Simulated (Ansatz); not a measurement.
Results of PBEsol (plane waves, PAW; Ansatz, an electronic-structure program) for B₂O₃ (Cmc2₁, No. 36, 10 atoms in the cell; start mp-717; high-pressure phase).

Numerical settings: plane-wave cutoff 520 eV, 8×8×8 k mesh, Fermi–Dirac smearing 0.01 eV, scalar-relativistic PAW data made under PBE.

Cell (relaxed at this level):

```xyz
10
Lattice="3.9133 -2.3125 0.0000 3.9133 2.3125 0.0000 0.0000 0.0000 4.1350" Properties=species:S:1:pos:R:3 pbc="T T T"
B      1.2924     0.7345     2.3473
B      6.5341    -0.7345     0.2798
B      6.5341     0.7345     2.3473
B      1.2924    -0.7345     0.2798
O      3.9133    -1.1802     2.0676
O      3.9133     1.1802     0.0002
O      6.1876    -0.6026     1.7309
O      1.6389     0.6026     3.7984
O      1.6389    -0.6026     1.7309
O      6.1876     0.6026     3.7984
```

**Question.** Estimate the band gap and smallest direct gap on the k points sampled that the calculation returns.

**Answer.** 
- band gap = 8.41 eV (indirect)
- smallest direct gap on the k points sampled = 8.72 eV

Computed values are for the static lattice.

Cost on a shared machine: around 25 core-seconds (rough).

A start named mp-… is a Materials Project structure, which need not be a measured phase.
